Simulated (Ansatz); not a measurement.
Take Be3P2 (space group P-3m1, No. 164; a = 3.493 Å, c = 5.732 Å; a hypothetical phase, not in the database extracts checked) as the base.

(Cell as relaxed with PBE.)

Levels (all Ansatz, a first-principles code, PAW): PBE (420 eV, no SOC); PBEsol (420 eV, no SOC).

Each level relaxes its own structure.

```tsv
quantity	PBE	PBEsol
volume per atom	12.11 Å³	…
lattice parameter a	3.493 Å	…
lattice parameter c	5.732 Å	…
band gap	zero	…
```

### Question
Predict the PBEsol column.

### Answer

- volume per atom, PBEsol: 11.87 Å³
- lattice parameter a, PBEsol: 3.468 Å
- lattice parameter c, PBEsol: 5.697 Å
- band gap, PBEsol: zero

PBE's volume per atom lies 0.24 Å³ above PBEsol's (2.0 %); PBE's lattice parameter a lies 0.025 Å above PBEsol's (0.7 %); PBE's lattice parameter c lies 0.035 Å above PBEsol's (0.6 %); the two agree on the band gap. Neither level is exact; PBEsol is the comparison here, not a measurement.

Whether these cells are dynamically stable was not tested. All final runs are without spin polarisation. The zero or small gap of Be3P2 can change with the level of theory.
